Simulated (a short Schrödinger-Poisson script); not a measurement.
System: MOS inversion layer, SiO2 on p-type Si(100), at 300 K.

From the gate side: 1.3 nm SiO2; 340 nm Si, acceptors 1.6e18 cm⁻³.

The device is made up for the run: typed textbook-type constants, with dimensions and the other settings drawn at random. SiO2: permittivity 3.9, conduction-band edge (eV) 3.15, gap (eV) 9, electron mass (mₑ) 0.5. Si: permittivity 11.7, conduction-band edge (eV) 0, gap (eV) 1.124, Nv at 300 K (cm⁻³) 3.1e19.

Channel valleys (confinement mass, in-plane density-of-states mass, number): Δ2 0.916, 0.19, 2; Δ4 0.19, 0.417, 4. At the gate the conduction-band edge of layer 1 lies 3.59 eV − eVg above the Fermi level of the channel; the field vanishes at the back. Gaps are held at their typed values at every temperature. Mesh 0.03 nm at interfaces.

From a short Schrödinger-Poisson script (our own, NumPy): 1D Poisson equation in equilibrium, electrons quantum, Hartree (BenDaniel-Duke, 12 states a valley, the channel's in-plane mass for all, wave functions ending at the dielectric), parabolic valleys, classical holes, full ionisation, no traps, pinning or gate leakage.

| Vg (V) | electrons (cm⁻²) | C (μF/cm²) | Δ2 E0 (meV from the Fermi level) | Δ4 E0 (meV from the Fermi level) |
|---|---|---|---|---|
| 0.65 | 2.74e9 | 0.338 | 193.0 | 282.0 |
| 0.7 | 1.33e10 | 0.376 | 151.8 | 242.3 |
| 0.75 | 5.98e10 | 0.543 | 112.7 | 204.7 |
| 0.8 | 2.08e11 | 0.911 | 79.9 | 173.6 |
| 0.85 | 5.02e11 | 1.28 | 56.2 | 151.6 |
| 0.9 | 9.11e11 | 1.53 | 39.5 | 136.9 |
| 0.95 | 1.39e12 | 1.67 | 27.2 | 126.5 |
| 1 | 1.91e12 | 1.76 | 17.3 | 118.6 |
| 1.05 | 2.46e12 | 1.83 | 9.1 | 112.4 |
| 1.1 | 3.03e12 | 1.87 | 1.9 | 107.2 |
| 1.15 | 3.61e12 | 1.91 | -4.5 | 102.8 |
| 1.2 | 4.20e12 | 1.94 | -10.3 | 98.9 |
| 1.25 | 4.81e12 | 1.96 | -15.7 | 95.4 |
| 1.3 | 5.42e12 | 1.98 | -20.8 | 92.2 |
| 1.35 | 6.03e12 | 1.99 | -25.6 | 89.3 |
| 1.4 | 6.65e12 | 2.01 | -30.2 | 86.6 |

Gate voltages with under 1e9 electrons/cm² are left out.

Q: At Vg = 1.4 V the lowest Δ2 subband lies at -30.2 meV from the Fermi level. How many electrons does it hold, and what share of all?

A: The two-dimensional density of states is g m/(πħ²) = 1.59e11 cm⁻² meV⁻¹ (both spins), kT = 25.9 meV, so n = D kT ln(1 + exp(−E/kT)) = 5.91e12 cm⁻², 0.89 of the 6.65e12 cm⁻² in all.

Q: Compare the slope of the sheet density between 1.3 and 1.4 V with the geometric capacitance of the layers between gate and channel.

A: q Δn/ΔV = 1.97 μF/cm²; ε0/Σ(t/ε) = 2.66 μF/cm². The ratio is 0.74: the channel acts as a further capacitance in series.
